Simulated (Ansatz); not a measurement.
# What biaxial strain −4.52 %, plane normal [001], relaxed out of plane does to hypothetical simple cubic Cr

Take Cr in the simple cubic structure (space group Pm-3m, No. 221; a = 2.308 Å; not spin-polarised; a hypothetical phase, not in the database extracts checked; relaxed with 0.1 eV smearing) as the base. Axes: x, y, z lie along the cube axes.

Modification: biaxial strain −4.52 %, plane normal [001], relaxed out of plane (Cartesian); in-plane vectors clamped, the third vector and the atoms free.

Method: PBEsol in Ansatz (plane waves to 420 eV, PAW, scalar-relativistic without spin-orbit coupling). Γ-centred 28×28×28 mesh, Fermi–Dirac width 0.1 eV.

| quantity | base | changed | shift |
|---|---|---|---|
| shortest interatomic distance | 2.308 Å | 2.204 Å | -0.104 Å |
| energy relative to the base (free energy F) | 0 meV/atom | +87 meV/atom | +87 meV/atom |
| pressure (mean of the normal stresses, compression positive) | 0.0 GPa | 17.5 GPa | +17.5 GPa |
| band gap | zero | zero | – |
| out-of-plane strain | – | +2.49 % | – |
| ratio −ε⊥/ε∥ | – | 0.55 | – |

Final structure (turned so that z lies along the plane normal):

```xyz
1
Lattice="2.2041 0.0000 0.0000 0.0000 2.2041 0.0000 0.0000 0.0000 2.3660" Properties=species:S:1:pos:R:3 pbc="T T T"
Cr     0.0000     0.0000     0.0000
```

Whether these cells are dynamically stable was not tested. Starting moments died away, wholly or in part, for the base; another magnetic solution may exist. The final runs are not spin-polarised.

Ansatz is a quantum-chemistry and plane-wave program.
